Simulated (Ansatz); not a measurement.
Here is the system:

End structure of a constructed model of the (100) surface of rock-salt TiN, a layer of Ru, one atom over each Ti (bottom of the slab: a bare face, its two planes held):

```yaml
crystal:
  lattice:
    - [3.00301, 0.00000, 0.00000]
    - [0.00000, 3.00301, 0.00000]
    - [0.00000, 0.00000, 30.00000]
  atoms:
    - { symbol: N, position: [0.00000, 0.00000, 0.27005] }
    - { symbol: Ti, position: [0.50000, 0.50000, 0.27005] }
    - { symbol: N, position: [0.50000, 0.50000, 0.34083] }
    - { symbol: Ti, position: [0.00000, 0.00000, 0.34083] }
    - { symbol: N, position: [0.00000, 0.00000, 0.41165] }
    - { symbol: Ti, position: [0.50000, 0.50000, 0.41244] }
    - { symbol: N, position: [0.50000, 0.50000, 0.48318] }
    - { symbol: Ti, position: [0.00000, 0.00000, 0.48254] }
    - { symbol: N, position: [0.00000, 0.00000, 0.55374] }
    - { symbol: Ti, position: [0.50000, 0.50000, 0.55811] }
    - { symbol: N, position: [0.50000, 0.50000, 0.62353] }
    - { symbol: Ti, position: [0.00000, 0.00000, 0.63986] }
    - { symbol: Ru, position: [0.00000, 0.00000, 0.71128] }
```

Set-up: 13 atoms, 13.8 Å thick at the start with caps and adatoms (thin: gaps and levels are the slab's own); mesh 12x12x1; 0.1 eV smearing; dipole correction on; 4 atoms held, the rest relaxed; start symmetry kept, larger cells not searched; no spin, no spin-orbit, no U. In PBE it lies 1.02 eV a 1x1 cell over the lowest computed structure of the same composition (a layer of Ru, one atom over each N).

Q: Predict the work function of the top face from PBE run with Ansatz (an electronic-structure program).

A: 4.90 eV
